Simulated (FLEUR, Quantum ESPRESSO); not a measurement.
A FLEUR input for a self-consistent single point of FeO (Fm-3m, 4 atoms in the cell) (DFT, PBE, all-electron FLAPW (FLEUR), scalar-relativistic valence):

Input of the input generator:

```
FeO crystal
&input film=f /
8.2086981648 4.1043490824 4.1043490824
4.1043490824 8.2086981648 4.1043490824
4.1043490824 4.1043490824 8.2086981648
1.0
1.0 1.0 1.0

4
26 0.0000000000 0.0000000000 0.0000000000 : 4.00
26 0.5000000000 0.5000000000 0.5000000000 : -4.00
8 0.2500000000 0.2500000000 0.2500000000 : 0.00
8 0.7500000000 0.7500000000 0.7500000000 : 0.00

&comp jspins=2 /
&kpt div1=7 div2=7 div3=7 /
&end /
```

```xml
<?xml version="1.0" encoding="UTF-8" standalone="no"?>
<fleurInput fleurInputVersion="0.39">
   <comment>
      FeO crystal                                                                                         
   </comment>
   <calculationSetup>
      <cutoffs Kmax="4.3" Gmax="15.0" GmaxXC="15.0" numbands="0"/>
      <scfLoop itmax="100" minDistance="0.00001" maxIterBroyd="15" imix="Anderson" alpha="0.05" precondParam="0.0" spinf="2.0"/>
      <coreElectrons ctail="T" frcor="F" kcrel="0" coretail_lmax="0"/>
      <xcFunctional name="pbe" relativisticCorrections="F"/>
      <magnetism jspins="2"/>
      <soc l_soc="F" theta="0.0" phi="0.0" spav="F"/>
      <expertModes spex="0" secvar="F"/>
      <geometryOptimization l_f="T" forcealpha="1.0" forcemix="BFGS" epsdisp="0.00001" epsforce="0.00001"/>
      <ldaU l_linMix="F" mixParam="0.05" spinf="1.0"/>
   </calculationSetup>
   <cell>
      <bzIntegration valenceElectrons="44.0" mode="hist" fermiSmearingEnergy="0.00073499">
         <kPointListSelection listName="default-1"/>
         <!-- k-points included here -->
         <xi:include xmlns:xi="http://www.w3.org/2001/XInclude" href="kpts.xml"> </xi:include>
      </bzIntegration>
      <!-- symmetry operations included here -->
      <xi:include xmlns:xi="http://www.w3.org/2001/XInclude" href="sym.xml"> </xi:include>
      <bulkLattice scale="1.0">
         <bravaisMatrix>
            <row-1>    8.2086981647999995     4.1043490823999997     4.1043490823999997</row-1>
            <row-2>    4.1043490823999997     8.2086981647999995     4.1043490823999997</row-2>
            <row-3>    4.1043490823999997     4.1043490823999997     8.2086981647999995</row-3>
         </bravaisMatrix>
      </bulkLattice>
   </cell>
   <atomSpecies>
      <species name="Iron (Fe) 4.000" element="Fe" atomicNumber="26">
         <mtSphere radius="2.45" gridPoints="847" logIncrement="0.015"/>
         <atomicCutoffs lmax="10" lnonsphr="8"/>
         <electronConfig flipSpins="F">
            <coreConfig>(1s1/2) (2s1/2) (2p1/2) (2p3/2)</coreConfig>
            <valenceConfig>(3s1/2) (3p1/2) (3p3/2) (4s1/2) (3d3/2) (3d5/2)</valenceConfig>
            <stateOccupation state="(3d3/2)" spinUp="2.0" spinDown="0.4"/>
            <stateOccupation state="(3d5/2)" spinUp="3.0" spinDown="0.6"/>
         </electronConfig>
         <energyParameters s="4" p="4" d="3" f="4"/>
         <lo type="SCLO" l="0" n="3" eDeriv="0"/>
         <lo type="SCLO" l="1" n="3" eDeriv="0"/>
      </species>
      <species name="Iron (Fe) -4.000" element="Fe" atomicNumber="26">
         <mtSphere radius="2.45" gridPoints="847" logIncrement="0.015"/>
         <atomicCutoffs lmax="10" lnonsphr="8"/>
         <electronConfig flipSpins="F">
            <coreConfig>(1s1/2) (2s1/2) (2p1/2) (2p3/2)</coreConfig>
            <valenceConfig>(3s1/2) (3p1/2) (3p3/2) (4s1/2) (3d3/2) (3d5/2)</valenceConfig>
            <stateOccupation state="(3d3/2)" spinUp="0.4" spinDown="2.0"/>
            <stateOccupation state="(3d5/2)" spinUp="0.6" spinDown="3.0"/>
         </electronConfig>
         <energyParameters s="4" p="4" d="3" f="4"/>
         <lo type="SCLO" l="0" n="3" eDeriv="0"/>
         <lo type="SCLO" l="1" n="3" eDeriv="0"/>
      </species>
      <species name="Oxygen (O)" element="O" atomicNumber="8">
         <mtSphere radius="1.39" gridPoints="481" logIncrement="0.022"/>
         <atomicCutoffs lmax="6" lnonsphr="4"/>
         <electronConfig flipSpins="F">
            <coreConfig>(1s1/2)</coreConfig>
            <valenceConfig>(2s1/2) (2p1/2) (2p3/2)</valenceConfig>
            <stateOccupation state="(2p1/2)" spinUp="0.6666666667" spinDown="0.6666666667"/>
            <stateOccupation state="(2p3/2)" spinUp="1.333333333" spinDown="1.333333333"/>
         </electronConfig>
         <energyParameters s="2" p="2" d="3" f="4"/>
      </species>
   </atomSpecies>
   <atomGroups>
      <atomGroup species="Iron (Fe) 4.000">
         <relPos label="                   1">.0000000000 .0000000000 .0000000000</relPos>
         <force calculate="T" relaxXYZ="TTT"/>
      </atomGroup>
      <atomGroup species="Iron (Fe) -4.000">
         <relPos label="                   2">1.000/2.000 1.000/2.000 1.000/2.000</relPos>
         <force calculate="T" relaxXYZ="TTT"/>
      </atomGroup>
      <atomGroup species="Oxygen (O)">
         <relPos label="                   3">1.000/4.000 1.000/4.000 1.000/4.000</relPos>
         <relPos label="                   4">-1.000/4.000 -1.000/4.000 -1.000/4.000</relPos>
         <force calculate="T" relaxXYZ="TTT"/>
      </atomGroup>
   </atomGroups>
   <output dos="F" band="F" slice="F">
      <checks vchk="F" cdinf="F"/>
      <bandDOS minEnergy="-.5*Htr" maxEnergy="0.5*Htr" sigma="0.015" storeEVData="T"/>
      <vacuumDOS vacdos="F" integ="F" star="F" nstars="0" locx1="0.0" locy1="0.0" locx2="0.0" locy2="0.0" nstm="0" tworkf="0.0"/>
      <unfoldingBand unfoldBand="F" supercellX="1" supercellY="1" supercellZ="1"/>
      <plotting iplot="0" polar="F">
         <plot TwoD="T" vec1="  1.0  0.0  0.0" vec2="  0.0  1.0  0.0" vec3="  0.0  0.0  1.0" zero="  0.0  0.0  0.0" file="plot"/>
      </plotting>
      <chargeDensitySlicing numkpt="0" minEigenval="0.0" maxEigenval="0.0" nnne="0" pallst="F"/>
      <specialOutput eonly="F"/>
      <magneticCircularDichroism mcd="F" energyLo="-10.0" energyUp="0.0"/>
   </output>
  <!-- We include the file relax.xml here to enable relaxations (see documentation) -->
  <xi:include xmlns:xi="http://www.w3.org/2001/XInclude" href="relax.xml"> <xi:fallback/> </xi:include>
</fleurInput>
```

Give the Quantum ESPRESSO input for the same structure, mesh, smearing and functional.

This is the input that was run; spellings and numerical settings could be chosen otherwise.

```fortran
&control
  calculation = 'scf'
  prefix = 'FeO'
  outdir = './tmp'
  pseudo_dir = './'
  tprnfor = .true.
  tstress = .true.
/
&system
  ibrav = 0
  nat = 4
  ntyp = 3
  ecutwfc = 55
  ecutrho = 330
  occupations = 'smearing'
  smearing = 'fermi-dirac'
  degauss = 0.00147
  nspin = 2
  starting_magnetization(1) = 0.500
  starting_magnetization(2) = -0.500
/
&electrons
  conv_thr = 1.0d-10
  mixing_beta = 0.3
/
ATOMIC_SPECIES
Fe1   55.8450  Fe.pbe-n-kjpaw_psl.1.0.0.UPF
Fe2   55.8450  Fe.pbe-n-kjpaw_psl.1.0.0.UPF
O     15.9990  O.pbe-n-kjpaw_psl.0.1.UPF
ATOMIC_POSITIONS crystal
Fe1   0.000000000    0.000000000    0.000000000
Fe2   0.500000000    0.500000000    0.500000000
O     0.250000000    0.250000000    0.250000000
O     0.750000000    0.750000000    0.750000000
K_POINTS automatic
7 7 7  0 0 0
CELL_PARAMETERS angstrom
   4.343856000     2.171928000     2.171928000
   2.171928000     4.343856000     2.171928000
   2.171928000     2.171928000     4.343856000
```

Basis, cutoffs, solver keys and any potentials are the target program's own. This input uses DFT, PBE, plane waves, PSlibrary PAW (PBE) pseudopotentials. Both were run: size of the net moment 0.00 μB/atom in FLEUR and 0.00 in Quantum ESPRESSO.

On FLEUR: the starting cell has typed, rounded lattice constants, without a prior relaxation at this level. Its lattice was rescaled by a random factor within 2.5 % of one. The magnetic order is the one reached from the typed start; others were not searched systematically. Values depend on the basis (sphere radii, cutoffs, local orbitals), which need not be converged.

On Quantum ESPRESSO: the starting cell has typed, rounded lattice constants, without a prior relaxation at this level. Its lattice was rescaled by a random factor within 2.5 % of one. The magnetic order is the one reached from the typed start; others were not searched systematically. With a pressure of about -6 GPa the cell is away from its equilibrium volume at this level.
